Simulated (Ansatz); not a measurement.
**CrI3: pressure series**

Consider CrI3 in the BiI3 type structure (space group R-3, No. 148; a = 6.818 Å, c = 19.478 Å (hexagonal axes); ferromagnetic; layered, stacked along the Cartesian z axis).

Cell and atoms are relaxed at each pressure.

Levels (all Ansatz, an electronic-structure program, PAW): PBE-D3(BJ) (420 eV, scalar-relativistic without spin-orbit coupling); PBEsol-D3(BJ) (420 eV, spin-orbit coupling left out).

The base cell above is that of PBE-D3(BJ); each level relaxes its own structures.

```json
[
 {"case": "pressure 0.3 GPa", "shift of the gap caused by the change, PBE-D3(BJ)": "-0.02 eV", "shift of the gap caused by the change, PBEsol-D3(BJ)": "-0.01 eV"},
 {"case": "pressure 0.7 GPa", "shift of the gap caused by the change, PBE-D3(BJ)": "-0.04 eV", "shift of the gap caused by the change, PBEsol-D3(BJ)": "-0.05 eV"},
 {"case": "pressure 1.5 GPa", "shift of the gap caused by the change, PBE-D3(BJ)": "-0.09 eV", "shift of the gap caused by the change, PBEsol-D3(BJ)": "-0.13 eV"},
 {"case": "pressure 3 GPa", "shift of the gap caused by the change, PBE-D3(BJ)": "-0.22 eV", "shift of the gap caused by the change, PBEsol-D3(BJ)": "-0.24 eV"},
 {"case": "pressure 5 GPa", "shift of the gap caused by the change, PBE-D3(BJ)": "-0.34 eV", "shift of the gap caused by the change, PBEsol-D3(BJ)": "-0.35 eV"}
]
```

The two levels differ by at most about 0.04 eV. They put the cases in the same order.

The magnetic state is the one reached from the starting moments; the real material's order can differ, and small cells can't hold many antiferromagnetic ones. Spin-orbit coupling, missing from the scalar runs, can matter with I. Load acts through the strain it causes; cell and atoms are relaxed under it. Whether these cells are dynamically stable was not tested. No other phases were tried under pressure. A gap here joins edges of opposite spin (a spin-flip gap). The program warned that a D3 coordination switch lies within reach, so dispersion energies are less smooth here.
